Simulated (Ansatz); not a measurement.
Data:

```yaml
crystal:
  lattice:
    - [4.99996, 0.00000, 0.00000]
    - [2.49998, 4.33009, 0.00000]
    - [2.49998, -1.44336, 4.00170]
  atoms:
    - { symbol: I, position: [0.00000, 0.00000, 0.00000] }
    - { symbol: K, position: [0.00000, 0.50000, 0.50000] }
```

No spin polarisation.

All numbers come from plane-wave PAW DFT at the PBEsol level (Ansatz, a program for electronic structure, 420 eV), no spin-orbit coupling. Settings: 8×8×8 k-points, 0.05 eV Fermi–Dirac smearing.

### Question
What is the computed gap character?

### Answer
Direct at Γ.

### Question
Estimate the pressure (mean of the normal stresses, compression positive).

### Answer
-0.09 GPa.

With I present, leaving out spin-orbit coupling can change the band edges. The cells carry an imposed strain or load. Stability against distortions was not tested. The cell was made from KI in the rock salt structure (space group Fm-3m, No. 225) by this change: biaxial strain +0.92 %, plane normal [111], relaxed out of plane.
